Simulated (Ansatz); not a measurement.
## How the lattice parameter c of SiRh (model structure, started from the CoSn type, P6/mmm, No. 191, 6 atoms in the cell) moves with the method

No measured value is used here.

```json
[
 {"level (code)": "PBE (Ansatz)", "value (Å)": "3.838"},
 {"level (code)": "PBEsol (Ansatz)", "value (Å)": "3.808"},
 {"level (code)": "PBE-D3(BJ) (Ansatz)", "value (Å)": "___"}
]
```

Complete the blanks.


- PBE-D3(BJ) (Ansatz, a quantum-chemistry and plane-wave program), value (Å): 3.799

Ansatz's density-functional and Hartree–Fock values are scalar-relativistic unless marked +SOC, with PAW data made under PBE.

A model structure was made by putting elements into a prototype or built by hand; it is no filed structure, need not be a known phase, and can be a saddle point held by its symmetry.
